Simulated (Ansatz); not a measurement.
An ideal cubic perovskite cell is held by its symmetry; such compounds can tilt or shift off centre at room temperature.

 Where the default PAW files enter, the runs use the earlier of Ansatz's two default sets.

Given:

```
CsPbBr3
1.0
    5.94863     0.00000     0.00000
    0.00000     8.41263     0.00000
    0.00000     4.20632     4.20632
Cs Pb Br
1 1 3
Direct
  0.00000   0.00000   0.00000
  0.50000   0.50000   0.00000
  0.00000   0.50000   0.00000
  0.50000   0.00000   0.50000
  0.50000   0.50000   0.50000
```

Space group of this cell: Pm-3m, cubic perovskite. The cell is taken as given.

Method: r2SCAN (plane waves, PAW; Ansatz, a first-principles code).

The current runs along the normal of the first two printed vectors; no spin-orbit coupling. Scaled by the factor s: both lengths across the current (ions clamped). The meshes follow the cell: 6×8×8 and 6×4 across at s = 0.98, 8×8×8 and 6×4 across at s = 1.00, 6×8×8 and 6×4 across at s = 1.02.

```tsv
s	mean pressure (GPa)	slowest mid-gap decay constant κ (1/Å)
0.98	0.8	0.130
1.00	-0.1	0.143
1.02	-0.9	?
```

**Question.** Take the slope of the slowest mid-gap decay constant κ against ln s from the two given rows, extrapolate to s = 1.02, and say what the run there gives.

**Answer.** Slope = (0.130 − 0.143) / ln 0.98 = 0.643 1/Å. The line gives 0.143 + (0.643) × ln 1.02 = 0.156 1/Å. The run gives 0.155 1/Å, 0.001 1/Å under the line, 6 % of the predicted step.
